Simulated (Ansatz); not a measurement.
Ru, response to strain

Consider Ru in the hcp (Mg type) structure (space group P6_3/mmc, No. 194; a = 2.706 Å, c = 4.265 Å; relaxed with 0.1 eV smearing). Axes: x lies along a and z along c of the hexagonal cell.

Strains are applied to the cell and any free atomic positions relax; under biaxial strain the out-of-plane vector relaxes too.

Method: r2SCAN, PAW, 500 eV (Ansatz, a program for electronic structure; scalar-relativistic without spin-orbit coupling), earlier PAW set.

Notes on the quantities. pressure: mean of the normal stresses, compression positive.

| variant | pressure | volume per atom | space group |
|---|---|---|---|
| base | 0.0 GPa | 13.52 Å³ | P6_3/mmc (No. 194) |
| biaxial strain −2.48 %, plane normal [001], relaxed out of plane | 13.5 GPa | 13.03 Å³ | P6_3/mmc (No. 194) |
| biaxial strain −1.39 %, plane normal [001], relaxed out of plane | 7.1 GPa | 13.25 Å³ | P6_3/mmc (No. 194) |
| biaxial strain −0.47 %, plane normal [001], relaxed out of plane | 2.3 GPa | 13.43 Å³ | P6_3/mmc (No. 194) |
| biaxial strain −0.34 %, plane normal [001], relaxed out of plane | 1.6 GPa | 13.45 Å³ | P6_3/mmc (No. 194) |
| biaxial strain +1.38 %, plane normal [001], relaxed out of plane | -5.9 GPa | 13.79 Å³ | P6_3/mmc (No. 194) |
| isotropic strain +5.56 % | -36.8 GPa | 15.90 Å³ | P6_3/mmc (No. 194) |
| uniaxial strain ε_xx = −1.29 % | 4.5 GPa | 13.34 Å³ | Cmcm (No. 63) |
| uniaxial strain ε_yy = −0.62 % | 2.1 GPa | 13.43 Å³ | Cmcm (No. 63) |
| tensor shear ε_yz = +1.56 % | 0.3 GPa | 13.52 Å³ | C2/m (No. 12) |

No phonon test of stability was made. All final runs are without spin polarisation.
